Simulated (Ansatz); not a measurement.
fcc Al (1 1 0) on zinc-blende ZnSe (1 1 0) (film strained to the substrate, started from cuts of the bulks and a machine-learned relaxation; slabs Se8Zn8 and Al16, which can lie off the formulas)

A periodic stack without vacuum, fcc Al (1 1 0) on zinc-blende ZnSe (1 1 0) (film strained to the substrate, started from cuts of the bulks and a machine-learned relaxation; slabs Se8Zn8 and Al16, which can lie off the formulas): substrate slab Se8Zn8, film Al16, surface cells [[0, -1], [1, -1]] and [[1, 0], [1, 2]], film strained by +0.3 and +0.3 %, outermost planes SeZn/SeZn and Al/Al as cut, which need not be the usual terminations and can put a slab off its formula.

The start was prepared with a machine-learned potential, and the result is one local minimum, with the in-plane cell held and forces under 0.04 eV/Å; the film can end far from its bulk form.

Computed with PBE (plane waves to 420 eV, PAW; Ansatz, a first-principles code). Scalar-relativistic, without spin–orbit coupling; the runs are not spin-polarised; PBE gaps are too small against experiment. Its k-point mesh 9×6×1, Fermi–Dirac width 0.05 eV.

The interface area comes out as 23.3 Å², the period comes out as 28.53 Å and the heights between the nearest atoms of the two slabs at the two interfaces is 2.08 and 2.09 Å. The Al–Se contacts across the interfaces within 1.22 times the sum of covalent radii is 2, mean 2.49 Å and the Al–Zn contacts across the interfaces within 1.22 times the sum of covalent radii is 2, mean 2.60 Å. The estimate of the barrier is withheld, since the Fermi level falls at or inside a band of the host, which a slab this thin can't settle.

```xyz
32
Lattice="4.0548 -0.0002 -0.0223 4.0546 5.7336 -0.1126 0.1787 -0.9332 28.5499" Properties=species:S:1:pos:R:3 pbc="T T T"
Se     3.1628     1.2671     1.1190
Se     5.1159     4.1197     2.9814
Se     3.1042     1.2877     5.0966
Se     5.1405     4.1843     7.0407
Se     3.1256     1.3498     9.1492
Se     5.1674     4.2501    11.0908
Se     3.1478     1.4147    13.2107
Se     5.2633     4.3631    15.0562
Zn     3.0858    -0.2117     3.1253
Zn     5.1828     2.8163     0.8483
Zn     3.1132    -0.1152     7.1462
Zn     5.1315     2.7145     5.0320
Zn     3.1404    -0.0557    11.2031
Zn     5.1526     2.7826     9.0872
Zn     3.2301     0.1853    15.3887
Zn     5.1718     2.8145    13.1080
Al     2.4101    -0.2516    18.7883
Al     2.4307     2.6397    18.7947
Al     4.3978     1.1920    17.4906
Al     4.5159     3.9701    17.4034
Al     6.4847     2.6724    21.6170
Al     2.4207    -0.1707    21.6818
Al     4.4546     4.0861    20.2632
Al     4.4376     1.2134    20.2645
Al     2.4519    -0.1137    24.4937
Al     6.4767     2.7357    24.4610
Al     4.4603     1.2874    23.1314
Al     4.4543     4.1378    23.0572
Al     6.4651     2.8246    27.2408
Al     2.5283    -0.1300    27.3568
Al     4.4886     4.2290    25.9207
Al     4.4670     1.3237    26.0029
```
